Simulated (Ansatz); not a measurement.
Consider GaCuSe2 in the chalcopyrite structure (space group I-42d, No. 122; a = 5.608 Å, c = 11.098 Å).

Method: r2SCAN in Ansatz (plane waves to 500 eV, PAW, without spin-orbit coupling).

Carriers are added at fixed cell with a uniform background; the Fermi–Dirac width is that of 300 K.

One change was made to it. Results:

```tsv
quantity	base	after
gap between the host's bands	0.57 eV	0.67 eV
Fermi level relative to the doped band's edge (positive inside the band; to 0.05 eV)	–	+0.30 eV
gap character	direct at Γ	direct at Γ
```

Question: Which of these changes matches the shifts?
A. electrons 5.0×10^21 cm⁻³
B. electrons 2.0×10^21 cm⁻³
C. holes 2.0×10^21 cm⁻³

Answer: C, holes 2.0×10^21 cm⁻³. For comparison, the Fermi level from band edge in the other runs: electrons 5.0×10^21 cm⁻³ gives +1.30 eV; electrons 2.0×10^21 cm⁻³ gives +1.10 eV.

Carriers are added with a uniform compensating background; total energy and stress of such cells depend on the potential's zero and are not compared; many-body gap narrowing is missing at this level. No phonon test of stability was made. The final runs are not spin-polarised.

Ansatz is an electronic-structure program.
